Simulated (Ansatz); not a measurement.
Start from CdS in the zinc blende structure (space group F-43m, No. 216).

```
CdS
1.0
    0.00000     2.96355     2.96355
    2.96355     0.00000     2.96355
    2.96355     2.96355     0.00000
S Cd
1 1
Cartesian
  4.44532   4.44532   4.44532
  0.00000   0.00000   0.00000
```

Calculations: Ansatz (an electronic-structure program), PBE, PAW, cutoff 420 eV, no spin-orbit coupling, earlier PAW set.

Before the change:

* **Band gap**: 1.04 eV
* **Hole mass**: 0.13, 0.82, 0.82 mₑ (at Γ)

The change: an isotropic linear strain of −0.73 %; the atoms relax in the strained cell.

Predict the new band gap.

The band gap rises by 0.05 eV (1.04 eV → 1.09 eV).

Estimate the effect on the energy relative to the base.

The energy goes up by 2.1 meV/atom.

How does this affect the hole mass?

The hole mass (degenerate bands, along [100]) changes from 0.13, 0.82, 0.82 mₑ (at Γ) to 0.13, 0.80, 0.80 mₑ (at Γ).

Masses are band curvatures over ±0.01 Å⁻¹ around the edge. No phonon test of stability was made.
